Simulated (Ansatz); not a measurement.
The reference is MgS in the rock salt structure (space group Fm-3m, No. 225; a = 5.2297 Å).

Computed with PBE, PAW, 420 eV (Ansatz, a quantum-chemistry and plane-wave program; without spin-orbit coupling).

Before the change:

| Property | Value |
|---|---|
| Volume per atom | 17.88 Å³ |
| Band gap | 2.76 eV |
| Hole mass | 0.25, 0.97, 0.97 mₑ (at Γ) |
| Electron mass | 0.52 mₑ along k, 0.29 mₑ across (at X) |
| Smallest direct gap | 3.60 eV |

The change: cell and atoms relaxed at a pressure of 22.5 GPa.

**Question.** What does the calculation give for the volume per atom after the change?

**Answer.** The volume per atom falls by 3.27 Å³ to 14.61 Å³.

**Question.** Estimate the effect on the band gap.

**Answer.** The band gap grows by 0.40 eV, from 2.76 eV to 3.16 eV.

**Question.** What does the calculation give for the hole mass after the change?

**Answer.** The hole mass (degenerate bands, along [100]) goes from 0.25, 0.97, 0.97 mₑ (at Γ) to 0.28, 0.77, 0.77 mₑ (at Γ).

**Question.** Predict the new electron mass.

**Answer.** The electron mass goes from 0.52 mₑ along k, 0.29 mₑ across (at X) to 0.56 mₑ along k, 0.30 mₑ across (at X).

**Question.** Predict the new smallest direct gap.

**Answer.** The smallest direct gap increases by 1.695 eV to 5.30 eV.

Load acts through the strain it causes; cell and atoms are relaxed under it. Effective masses come from finite differences of ±0.01 Å⁻¹. Along k means along the line from Γ to the band edge. No phonon test of stability was made. No other phases were tried under pressure.
